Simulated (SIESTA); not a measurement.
Short convergence ladders for Zr₂Al₃Zn (R3m, 6 atoms in the cell)

```yaml
crystal:
  lattice:
    - [2.63996, 1.52418, 4.22622]
    - [-2.63996, 1.52418, 4.22622]
    - [0.00000, -3.04836, 4.22622]
  atoms:
    - { symbol: Zr, position: [0.62846, 0.62846, 0.62846] }
    - { symbol: Zr, position: [0.37549, 0.37549, 0.37549] }
    - { symbol: Al, position: [0.00000, 0.50000, 0.00000] }
    - { symbol: Al, position: [0.00000, 0.00000, 0.50000] }
    - { symbol: Al, position: [0.50000, 0.00000, 0.00000] }
    - { symbol: Zn, position: [0.00000, 0.00000, 0.00000] }
```

Base method: LDA PW92, numerical atomic orbitals DZP, PseudoDojo LDA standard norm-conserving potentials (rewritten from UPF to PSML) run with SIESTA.

Base settings: XC.functional = LDA; XC.authors = PW92; potentials = PseudoDojo LDA standard; PAO.BasisSize = DZP; PAO.EnergyShift = 0.005 Ry; MeshCutoff = 350 Ry; kgrid.MonkhorstPack = 3 3 3; OccupationFunction = MP; OccupationMPOrder = 0; ElectronicTemperature = 1160.45 K.

Core times come from one kind of shared machine, to one figure; runs under 30 s give none.

**The cutoff of the real-space grid**

The second cell is the first with its lattice scaled by 0.98.

The mesh stays at the base's, so the ladder's end is converged at best in this setting alone.

Only quantities that move along the ladder and can be compared are tabulated.

```tsv
MeshCutoff	energy of the compressed cell less the first (meV/atom)	pressure (GPa)	largest difference of a force vector from the last step's (eV/Å)	core time / last (rough)
122 Ry (134 Ry used)	2.78	-3.27	0.014	–
193 Ry (194 Ry used)	2.35	-3.34	0.005	–
315 Ry (344 Ry used)	2.51	-3.39	0.001	0.3
350 Ry (373 Ry used)	2.50	-3.39	0.001	0.8
420 Ry (436 Ry used)	2.51	-3.38	0.002	0.4
473 Ry (538 Ry used)	2.51	-3.36	0.001	1
612 Ry (774 Ry used)	2.52	-3.36	0.001	0.9
840 Ry (956 Ry used)	2.50	-3.38	0.000	1
```

Coarsest MeshCutoff that holds the energy of the compressed cell less the first within 0.2 meV/atom of the last step, with all finer ones: 193 Ry (194 Ry used); the step before is off by 0.28 meV/atom.

Coarsest MeshCutoff that holds the forces within 0.01 eV/Å of the last step, with all finer ones: 193 Ry (194 Ry used); the step before is off by 0.014 eV/Å.

Coarsest MeshCutoff that holds the pressure within 0.05 GPa of the last step, with all finer ones: 193 Ry (194 Ry used); the step before is off by 0.11 GPa.

**The setting basis size**

Level: DFT, LDA PW92, numerical atomic orbitals TZP, PseudoDojo LDA standard norm-conserving potentials (rewritten from UPF to PSML).

Moved along: PAO.BasisSize.

The second cell is the first with its lattice scaled by 0.98.

The mesh stays at the base's, so the ladder's end is converged at best in this setting alone.

The sets are ordered by size and need not be nested.

Only quantities that move along the ladder and can be compared are tabulated.

| basis (functions) | energy of the compressed cell less the first (meV/atom) | pressure (GPa) | largest difference of a force vector from the last step's (eV/Å) | core time / last (rough) |
|---|---|---|---|---|
| SZ (42) | 55.33 | 4.28 | 0.057 | – |
| SZP (66) | 25.10 | -0.18 | 0.036 | 0.4 |
| DZ (72) | -1.28 | -4.12 | 0.015 | – |
| DZP (96) | 2.50 | -3.39 | 0.020 | 2 |
| TZP (126) | -0.15 | -3.87 | 0.000 | 1 |

Coarsest basis (functions) that holds the forces within 0.01 eV/Å: not settled: the last two steps still differ by 0.020 eV/Å, over half the tolerance, so the ladder does not show it.

Coarsest basis (functions) that holds the pressure within 1 GPa of the last step, with all finer ones: DZ (72); the step before is off by 3.7 GPa.

Coarsest basis (functions) that holds the energy of the compressed cell less the first within 2 meV/atom: not settled: the last two steps still differ by 2.7 meV/atom, over half the tolerance, so the ladder does not show it.

On the base run: the starting cell comes from a database of computed structures (which also holds hypothetical and non-ambient phases and stackings), without a prior relaxation at this level. Its lattice was rescaled by up to half a per cent. One atom was moved a little off its site on purpose. Values carry the incompleteness of an atom-centred basis. In the base run, with a pressure of about -3 GPa the cell is away from its equilibrium volume at this level. Without a gap this mesh is coarse (it stands for a supercell whose shortest vector is 16 Å).

Left out of this page: 2 runs of the series outside the window shown, repeating another row's setting, or not comparable; 1 run of the series failed or unconverged.
